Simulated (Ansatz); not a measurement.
## A self-consistent single point of LaPt2 (Fd-3m, 6 atoms in the cell) with Ansatz

Method of the run: LDA (PW92), default PAW files made with PBE (plane waves; Ansatz, an electronic-structure program).

The input file:

Ansatz 0.2 input:
```yaml
# LaPt2
crystal:
  lattice:
    - [0.000000, 3.892445, 3.892445]
    - [3.892445, 0.000000, 3.892445]
    - [3.892445, 3.892445, 0.000000]
  atoms:
    - { symbol: La, position: [0.500000, 0.500000, 0.500000] }
    - { symbol: La, position: [0.750000, 0.750000, 0.750000] }
    - { symbol: Pt, position: [0.125000, 0.125000, 0.125000] }
    - { symbol: Pt, position: [0.625000, 0.125000, 0.125000] }
    - { symbol: Pt, position: [0.125000, 0.125000, 0.625000] }
    - { symbol: Pt, position: [0.125000, 0.625000, 0.125000] }
basis:
  ecutwfc: 420.0
kpoints:
  mp_grid:
    grid: [7, 7, 7]
hamiltonian:
  xc: lda
  pseudopotentials:
    kind: paw
scf:
  occupations:
    method: fermi_dirac
    width: 0.1
output:
  forces: true
  eigenvalues: true
  stress: true
```

Output (repeated stretches shortened):

```
WARN ansatz: RAYON_NUM_THREADS=1 ignored (pool sized by the plan → 1); use --threads N
Pseudopotentials: kind: paw
Pseudopotential: La, paw, valence charge 11
Pseudopotential: Pt, paw, valence charge 18
Crystal: 6 atoms, lattice volume = 117.950 Å³
Basis set: ecut = 420 eV, 2277 PW (Γ)
Bands: 57, of which v1, the nominal top of the filled ones, is band 47 counted from 1 (46 counted from 0)
Symmetry: 48 space group operations
Space group: Fd-3m (ITA 227), of the structure as read, at distance tolerance 4.9e-5 Å
k-points: 20 of 343
PAW frozen core: La, regenerated for the run's functional, and the local potential with it
PAW frozen core: Pt, regenerated for the run's functional, and the local potential with it
Initial density: superposition of atomic densities (neutral atoms: chi_scale 0, normalization atom), corrected by the library's trained network
Initial wavefunctions: pseudopotential atomic-orbital guess
Eigensolver: davidson
Functional: x = slater, c = lda
SCF iter   1: F=—  HF=-61138.755124 eV  |F-HF|=—  |Δ(HF+E_count)|=         —  Δρ=6.04e-3  dr2=2.09e-2  ethr=1.77e-3  ⟨swp⟩=6.8  Hψ=4797  notcnv=0
all-band conjugate gradients solve this SCF's bands
preconditioner: auto → Kerker (q_TF=auto, 2.627 Å⁻¹)
SCF iter   2: F=—  HF=-61138.750144 eV  |F-HF|=—  |Δ(HF+E_count)|=   4.98e-3  Δρ=2.88e-3  dr2=4.83e-3  ethr=2.23e-5  ⟨swp⟩=3.0  Hψ=2666  notcnv=0
SCF iter   3: F=—  HF=-61138.749290 eV  |F-HF|=—  |Δ(HF+E_count)|=   8.55e-4  Δρ=1.39e-3  dr2=1.52e-3  ethr=5.13e-6  ⟨swp⟩=1.6  Hψ=1210  notcnv=0
SCF iter   4: F=—  HF=-61138.748841 eV  |F-HF|=—  |Δ(HF+E_count)|=   4.48e-4  Δρ=1.40e-4  dr2=3.57e-5  ethr=1.62e-6  ⟨swp⟩=2.0  Hψ=1734  notcnv=0
SCF iter   5: F=—  HF=-61138.748831 eV  |F-HF|=—  |Δ(HF+E_count)|=   1.04e-5  Δρ=2.07e-5  dr2=5.70e-7  ethr=3.80e-8  ⟨swp⟩=2.0  Hψ=2099  notcnv=0
SCF iter   6: F=-61138.748831 eV  HF=-61138.748831 eV  |F-HF|=5.97e-9  |Δ(HF+E_count)|=   6.77e-9  Δρ=5.23e-6  dr2=2.60e-8  ethr=1.06e-10  ⟨swp⟩=10.7  Hψ=5644  notcnv=0
SCF 1 converged in 6 iterations: F = -61138.748831 eV  dr2 = 2.60e-8
SCF converged after 6 iterations
Free energy (F): -61138.748831 eV
Harris-Foulkes:  -61138.748831 eV  (|F-HF|=5.97e-9)
Internal energy: -61138.665303 eV  (E = F + TS)
E sigma→0 (E₀):  -61138.707067 eV
Entropy (-TS):   -0.083528 eV (-13.921 meV/atom)
Fermi energy:    18.952279 eV
--- Per-component energies (eV) ---
  E_band       = -765.158271
  E_kinetic    = 2943.956883
  E_local      = -8791.124868  (includes V_loc(G=0)·N_el)
  E_nonlocal   = 1024.571840
  E_hartree    = 3443.486869
  E_xc         = -1323.195174
  E_vxc        = -1512.179883  (∫ρ·V_xc dr)
  E_paw        = -47200.006134  (= ΣΔE_a)
  E_vpaw       = -1317.347120  (= ΣTr[D̂ρ^β])
  E_aug_tail   = 0.000664  (compensation charges beyond the density's cutoff)
  E_ewald      = -11238.856293
  E_core_change = 2.500911  (= ΣΔE_core)
  E_smearing   = -0.083528  (= −TS)
  E_closure    = 0.000000  (closes the sum)
  Σ components = -61138.748831   (vs F -61138.748831, Δ=0.00e0)
--- Forces (eV/Å), atoms counted from 1 ---
  atom   1  La     0.00000000     0.00000000     0.00000000
   [... zero for the other atoms too ...]
  max |Σ_I F_I| component: 2.31e-18 eV/Å
--- Stress (GPa, compression-positive) ---
       -5.684605      -0.000000       0.000000
       -0.000000      -5.684605       0.000000
        0.000000       0.000000      -5.684605
  P = ⅓ Tr σ = -5.6846 GPa (-56.846 kbar)
  The stress holds the Pulay correction. Without it, at fixed plane waves, as pw.x and ABINIT print it: P = -5.7112 GPa
--- Band table (eV; the first three rows and the last of 20) ---
  k-point 0: bands = ["-79.7599", "-79.7352", "-79.7352", "-79.7352", "-34.1999", "-33.9584", "-33.9584", "-33.9584", "-33.8745", "-33.8745", "-33.7275", "-33.7275", "-33.7275", "-33.7263", "-33.7263", "-33.7263", "-13.8743", "-13.4472", "2.0188", [...]
  k-point 1: bands = ["-79.7590", "-79.7361", "-79.7352", "-79.7352", "-34.1867", "-33.9559", "-33.9527", "-33.9527", "-33.8713", "-33.8713", "-33.7429", "-33.7364", "-33.7364", "-33.7275", "-33.7267", "-33.7267", "-13.8583", "-13.4636", "2.0048", [...]
  k-point 2: bands = ["-79.7566", "-79.7385", "-79.7352", "-79.7352", "-34.1542", "-33.9464", "-33.9398", "-33.9398", "-33.8591", "-33.8591", "-33.7868", "-33.7620", "-33.7620", "-33.7275", "-33.7267", "-33.7267", "-13.8166", "-13.5059", "1.9760", [...]
  k-point 19: bands = ["-79.7493", "-79.7459", "-79.7352", "-79.7352", "-34.0543", "-34.0060", "-33.8937", "-33.8891", "-33.8569", "-33.8404", "-33.8143", "-33.8056", "-33.7664", "-33.7654", "-33.7650", "-33.7375", "-13.6904", "-13.6330", "1.7622", [...]
```

The run converged in 6 iterations.

The starting cell comes from a database of computed structures (which also holds hypothetical and non-ambient phases and stackings), without a prior relaxation at this level. Its lattice was rescaled by up to half a per cent. Spin-orbit coupling is off. Spin polarisation is off. With a pressure of about -6 GPa the cell is away from its equilibrium volume at this level. Ansatz's pressure includes its estimate of the finite-basis (Pulay) stress.
